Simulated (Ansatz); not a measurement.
The starting structures come from a database of crystals and need not be the phases stable at ambient conditions.

By PBEsol, the system below comes out a metal.

Crystal: Ta$_{2}$GaC (P6_3/mmc, not sure to be the ambient phase, 8 atoms a cell, 14.2 Å³ an atom, -4 GPa at this level); planes in its conventional cell.

Level of theory: PBEsol (plane waves, PAW; Ansatz, an electronic-structure program).

G/A = (e²/h) × open channels of both spins per area, as a mean over 0.1 eV about the Fermi level, without spin-orbit coupling, for the cells as given.

```csv
plane,area (Å²),G/A (10¹⁵ S/m²)
(001),8.4,0.34
(100),42.2,…
```

Problem. Fill in the missing entries.

Solution. 
- (100), G/A (10¹⁵ S/m²): 0.67
